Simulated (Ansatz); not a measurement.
# MoSi2: pressure series

Consider MoSi2 (space group I4/mmm, No. 139; a = 3.217 Å, c = 7.873 Å).

Cell and atoms are relaxed at each pressure.

Level of theory: PBE (Ansatz, a first-principles code, PAW, no SOC).

```json
[
 {"pressure (GPa)": "-2", "volume per atom (Å³/atom)": "13.716"},
 {"pressure (GPa)": "-1", "volume per atom (Å³/atom)": "13.646"},
 {"pressure (GPa)": "0", "volume per atom (Å³/atom)": "13.579"},
 {"pressure (GPa)": "2.1", "volume per atom (Å³/atom)": "?"},
 {"pressure (GPa)": "4.5", "volume per atom (Å³/atom)": "13.297"},
 {"pressure (GPa)": "9", "volume per atom (Å³/atom)": "13.043"},
 {"pressure (GPa)": "15", "volume per atom (Å³/atom)": "12.741"},
 {"pressure (GPa)": "22.5", "volume per atom (Å³/atom)": "12.407"},
 {"pressure (GPa)": "30", "volume per atom (Å³/atom)": "12.113"}
]
```

**Question.** Fit the third-order Birch–Murnaghan form P(V) = (3B₀/2)[(V₀/V)^(7/3) − (V₀/V)^(5/3)]·[1 + (3/4)(B₀′ − 4)((V₀/V)^(2/3) − 1)] (squares taken in P) to the rows shown and predict the withheld row.

**Answer.** Least squares on the printed values gives V₀ = 13.579 Å³/atom, B₀ = 205 GPa, B₀′ = 4.3; this predicts 13.444 Å³/atom, and the run gives 13.444 Å³/atom, in agreement.

Load acts through the strain it causes; cell and atoms are relaxed under it. Stability against distortions was not tested. No other phases were tried under pressure. The final runs are not spin-polarised.
